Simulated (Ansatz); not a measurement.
# PbS: pressure series

The parent structure is PbS in the rock salt structure (space group Fm-3m, No. 225; a = 5.903 Å).

Cell and atoms are relaxed at each pressure.

Computed with PBEsol (Ansatz, a quantum-chemistry and plane-wave program, PAW, scalar-relativistic without spin-orbit coupling).

Question: Only one of these has no band gap. Which?
A) pressure 3 GPa
B) pressure 1.5 GPa
C) pressure 0.3 GPa
D) pressure −2 GPa

Answer: A, pressure 3 GPa. Computed: pressure −2 GPa: 0.33 eV; pressure 0.3 GPa: 0.17 eV; pressure 3 GPa: zero; pressure 1.5 GPa: 0.10 eV

Spin-orbit coupling, missing from the scalar runs, can matter with Pb. Load acts through the strain it causes; cell and atoms are relaxed under it. Whether these cells are dynamically stable was not tested. All final runs are without spin polarisation. A zero or small gap of PbS can be the functional's error rather than a property of the material.
